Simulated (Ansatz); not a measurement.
Several settings converged on CrW (Cmm2, 2 atoms in the cell)

```xyz
2
Lattice="1.5366 -2.2022 0.0000 1.5366 2.2022 0.0000 0.0000 0.0000 4.2392" Properties=species:S:1:pos:R:3 pbc="T T T"
Cr     0.0000     0.0000     0.0500
W      1.5366     0.0000     2.1196
```

Base method: PBEsol, default PAW files made with PBE (plane waves; Ansatz, a program for electronic structure).

Base settings: basis.ecutwfc = 30.9 Ry; kpoints.mp_grid.grid = 11 11 7; hamiltonian.xc = pbesol; hamiltonian.pseudopotentials = {kind: paw} (the program's default PAW files); scf.occupations.method = gaussian; scf.occupations.width = 0.0073 Ry.

The count of work is k-points × plane waves × bands × iterations; it is no time. Core times come from one kind of shared machine, to one figure; runs under 30 s give none.

**The cutoff for other potential files**

Level: DFT, PBEsol, plane waves, harder PAW files (source: ansatz) made with PBE.

In this ladder: hamiltonian.pseudopotentials = {kind: paw, source: ansatz}.

The second cell is the first with its lattice scaled by 0.98.

The mesh stays at the base's, so the ladder's end is converged at best in this setting alone.

The first pressure column holds Ansatz's estimate of the finite-basis (Pulay) stress, which hides part of the cutoff error; the other is without it.

Only quantities that move along the ladder and can be compared are tabulated.

| basis.ecutwfc | free energy less the last step's (meV/atom) | energy of the compressed cell less the first (meV/atom) | pressure (GPa) | pressure without the Pulay estimate (GPa) | largest difference of a force vector from the last step's (eV/Å) | count of work / last | core time / last (rough) |
|---|---|---|---|---|---|---|---|
| 30.9 Ry | 9741.12 | -17.52 | -6.54 | -734.92 | 0.162 | 0.11 | – |
| 37.5 Ry | 1194.73 | -33.60 | -14.13 | -119.79 | 0.002 | 0.14 | – |
| 47.8 Ry | 42.25 | -25.51 | -12.68 | -17.36 | 0.001 | 0.21 | – |
| 58.1 Ry | 2.95 | -25.82 | -12.71 | -12.99 | 0.000 | 0.28 | – |
| 68.4 Ry | 0.79 | -25.85 | -12.72 | -12.73 | 0.000 | 0.36 | 0.5 |
| 82 Ry | 0.51 | -25.86 | -12.72 | -12.73 | 0.000 | 0.47 | 0.6 |
| 102.5 Ry | 0.26 | -25.86 | -12.72 | -12.73 | 0.000 | 0.65 | 0.7 |
| 136.7 Ry | 0.00 | -25.86 | -12.72 | -12.73 | 0.000 | 1.0 | 1 |

Coarsest basis.ecutwfc that holds the energy of the compressed cell less the first within 0.5 meV/atom of the last step, with all finer ones: 47.8 Ry, at 0.21 of the last step's count of work; the step before is off by 7.7 meV/atom.

Coarsest basis.ecutwfc that holds the pressure without the Pulay estimate within 1 GPa of the last step, with all finer ones: 58.1 Ry, at 0.28 of the last step's count of work; the step before is off by 4.6 GPa.

Coarsest basis.ecutwfc that holds the free energy within 2 meV/atom of the last step, with all finer ones: 68.4 Ry, at 0.36 of the last step's count of work; the step before is off by 2.9 meV/atom.

The energy difference between the two cells stays within 1 meV/atom of the last step's from 47.8 Ry on, the total only from 68.4 Ry on: much of the error is common to both cells and cancels.

At the lowest cutoff the pressure without the Pulay estimate lies 722 GPa under the last step's, the usual sign of Pulay stress in an incomplete plane-wave basis.

**The relaxed cell against the cutoff**

On CrW (Cmmm, 2 atoms in the cell): atoms on their sites.

In this ladder: relax = cell and atoms.

The mesh stays at the base's, so the ladder's end is converged at best in this setting alone.

Only quantities that move along the ladder and can be compared are tabulated.

| basis.ecutwfc | relaxed volume (Å³/atom) | relaxation steps | core time / last (rough) |
|---|---|---|---|
| 15.4 Ry | 13.759 | 103 | 2 |
| 18.4 Ry | 13.776 | 29 | 0.9 |
| 21.7 Ry | 13.630 | 15 | 0.5 |
| 26.1 Ry | 13.654 | 9 | – |
| 30.9 Ry | 13.653 | 7 | 0.4 |
| 37.1 Ry | 13.652 | 7 | 0.5 |
| 46.3 Ry | 13.651 | 7 | 0.7 |
| 61.7 Ry | 13.651 | 7 | 1 |

Coarsest basis.ecutwfc that holds the relaxed volume within 0.014 Å³/atom of the last step, with all finer ones: 26.1 Ry; the step before is off by 0.021 Å³/atom.

At the lowest cutoff the cell relaxes to a volume 0.8 % larger than at the highest. Ansatz relaxes on a stress corrected for the finite basis.

On the base run: the starting cell comes from a database of computed structures (which also holds hypothetical and non-ambient phases and stackings), without a prior relaxation at this level. Its lattice was rescaled by up to half a per cent. One atom was moved a little off its site on purpose. Spin polarisation is off.

Keys are those of Ansatz 0.2.
